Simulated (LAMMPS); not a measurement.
MD of Ni (fcc) at zero pressure, 4000 atoms, as a liquid; each row is its own run.

Level of theory: classical MD, pair style eam/alloy, file CuNi.eam.alloy (LAMMPS).

| T (K) | volume (Å³/atom) |
|---|---|
| 950 | 11.891 |
| 1210 | 12.139 |
| 1380 | 12.301 |
| 1730 | 12.636 |
| 1900 | 12.793 |
| 2160 | 13.032 |
| 2250 | 13.113 |
| 2420 | 13.259 |
| 2760 | 13.538 |

### Question
Fit a straight line, y = a + b x, to these rows (x is the first column, y the second) and predict the run at x = 1560.

### Answer
Least squares gives a = 11.034 and b = 0.0009184. At x = 1560 the fit predicts 12.467 Å³/atom. The run itself gave 12.471 ± 0.001 Å³/atom, so the fit is 0.032 % low.

Caution (rows 950; 1210; 1380): this liquid lies under the melting point of about 1570 K that EAM-type CuNi.eam.alloy gives, so it is undercooled.
